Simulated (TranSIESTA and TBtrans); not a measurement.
Device: stilbene-4,4'-diyl held by thiolate S between two Au chains. Leads: straight Au chain, spacing 2.55 Å. Geometry: 28 atoms about the centre moved by SIESTA (PBE, SZP) to a largest force of 0.06 eV/Å, all others as built. Transport runs along z; the first 6 and the last 6 of the 44 atoms are the lead cells, repeated to infinity.

```xyz
44
Lattice="12.930 0.000 0.000 0.000 12.930 0.000 0.000 0.000 57.438" Properties=species:S:1:pos:R:3 pbc="F F T"
Au     6.465     6.465     0.000
Au     6.465     6.465     2.550
Au     6.465     6.465     5.100
Au     6.465     6.465     7.650
Au     6.465     6.465    10.200
Au     6.465     6.465    12.750
Au     6.465     6.465    15.300
Au     6.465     6.465    17.850
Au     6.426     6.447    20.372
S      8.123     7.733    21.140
C      7.721     7.245    22.838
C      6.794     8.028    23.644
C      6.476     7.655    24.980
C      7.071     6.477    25.581
C      7.993     5.692    24.788
C      8.326     6.075    23.455
C      6.765     6.056    26.965
C      6.164     6.875    27.923
C      5.859     6.453    29.307
C      6.454     5.276    29.908
C      6.136     4.902    31.244
C      5.209     5.685    32.050
S      4.807     5.197    33.748
C      4.604     6.856    31.433
C      4.937     7.239    30.101
H      6.301     8.956    23.153
H      5.695     8.262    25.579
H      8.481     4.756    25.267
H      9.081     5.457    22.829
H      7.037     4.966    27.245
H      5.893     7.964    27.644
H      7.234     4.669    29.309
H      6.629     3.975    31.735
H      3.850     7.473    32.061
H      4.449     8.175    29.621
Au     6.504     6.483    34.516
Au     6.465     6.465    37.038
Au     6.465     6.465    39.588
Au     6.465     6.465    42.138
Au     6.465     6.465    44.688
Au     6.465     6.465    47.238
Au     6.465     6.465    49.788
Au     6.465     6.465    52.338
Au     6.465     6.465    54.888
```

Run with TranSIESTA and TBtrans (open boundaries, self-consistent; PseudoDojo norm-conserving potentials, scalar-relativistic): PAO.BasisSize DZP, PAO.EnergyShift 0.15 eV, XC.Authors PBE, Mesh.Cutoff 150 Ry, ElectronicTemperature 300 K, TS.Voltage 0.0 eV, TBT.Elecs.Eta 0.001 eV, no spin polarisation.

Energies count from the leads' Fermi level. Transmissions are for one spin of a degenerate pair. The energy step is 0.02 eV; narrower resonances are cut or missed.

```
E (eV)      T
------  -----
-0.20   0.231
-0.16   0.252
-0.12   0.343
-0.08   0.276
-0.04   0.237
0.00    0.223
0.04    0.233
0.08    0.232
0.12    0.230
0.16    0.229
0.20    0.228
```

Q: Give the zero-bias conductance in μS and the resistance at 300 K.

A: At the Fermi level T = 0.223. Averaged with −∂f/∂E over the full grid (kT = 25.9 meV) it is 0.234. With G0 = 2e²/h = 77.48 μS, G = 18.1 μS and R = 1/G = 55.2 kΩ.

Q: The eigenchannels at the Fermi level transmit 0.223. What Fano factor of the shot noise follows at low temperature and bias?

A: F = Σ τ(1 − τ)/Σ τ = 0.173/0.223 = 0.78.

The leads' channel count changes near -0.01 eV, within the thermal window, so values at the Fermi level hang on where that band edge falls. The leads are straight chains one atom wide, held at their spacing: model electrodes, not surfaces. Semilocal functionals put molecular levels too close to the Fermi level and tend to overestimate such conductances.
